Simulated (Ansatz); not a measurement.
Take ZnCu in the CsCl type structure (space group Pm-3m, No. 221; a = 2.908 Å; relaxed with 0.1 eV smearing) as the base.

All numbers come from PBEsol (Ansatz, a program for electronic structure), no spin-orbit coupling.

Base values:

* **Pressure**: 0.0 GPa

One thing is altered: every lattice vector is shortened by 2.00 %, atoms relaxed at fixed cell.

Problem. Predict the new energy relative to the base.

Solution. The energy rises by 20 meV/atom.

Problem. How does this affect the pressure?

Solution. The pressure goes from zero to 9.6 GPa.

The cells carry an imposed strain or load. Stability against distortions was not tested. The final runs are not spin-polarised.
